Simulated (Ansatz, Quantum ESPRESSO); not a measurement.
**One structure in several programs: ZrZnNi₄ (F-43m, 6 atoms in the cell)**

Self-consistent single point, at a second geometry (lattice scaled by 0.98). First geometry:

```xyz
6
Lattice="0.0000 3.3960 3.3960 3.3960 0.0000 3.3960 3.3960 3.3960 0.0000" Properties=species:S:1:pos:R:3 pbc="T T T"
Ni     4.2450     4.2450     4.2450
Ni     4.2450     2.5470     2.5470
Ni     2.5470     2.5470     4.2450
Ni     2.5470     4.2450     2.5470
Zr     0.0000     0.0000     0.0000
Zn     1.6980     1.6980     1.6980
```
Moments meant for the start (each program seeds them in its own way; μB, in the order of the atoms Ni Ni Ni Ni Zr Zn): 2.0 2.0 2.0 2.0 0.0 0.0.

Shared settings, as Ansatz (an electronic-structure program) writes them: kpoints.mp_grid.grid = 6 6 6; scf.occupations.method = gaussian; scf.occupations.width = 0.1 eV. Potentials and cutoffs stand in the table.

| code | model | ΔF from the first geometry (meV/atom) | pressure (GPa) | largest force (eV/Å) | cutoff |
|---|---|---|---|---|---|
| Ansatz | PBEsol, default PAW files made with PBE | -15.0 | 2.45 | 0.342 | default |
| Quantum ESPRESSO | PBEsol, PSlibrary ultrasoft (PBE) pseudopotentials | -13.1 | 2.39 | 0.349 | 55 Ry |

For Quantum ESPRESSO (by 0.6 GPa) the energy change implies a higher mean pressure, against the two pressures, than for the other programs: a sign of finite-basis (Pulay) stress.

On Ansatz's run: the starting moments vanished: the run ended non-magnetic, which need not be the lowest state. The program warned that a starting moment was not kept.

The spread over the programs that give each value: ΔF from the first geometry within 1.9 meV/atom; pressure within 0.06 GPa; largest force within 0.007 eV/Å.

Ansatz's pressure is given at a fixed set of plane waves, as the other plane-wave codes print theirs; with its correction for the finite basis it is 2.52 GPa.

The starting cell comes from a database of published, mostly measured structures (it also holds non-ambient and calculated ones), without a prior relaxation at this level. For this run, on top of that: lattice scaled by 0.98.

Keys are those of Ansatz 0.2.
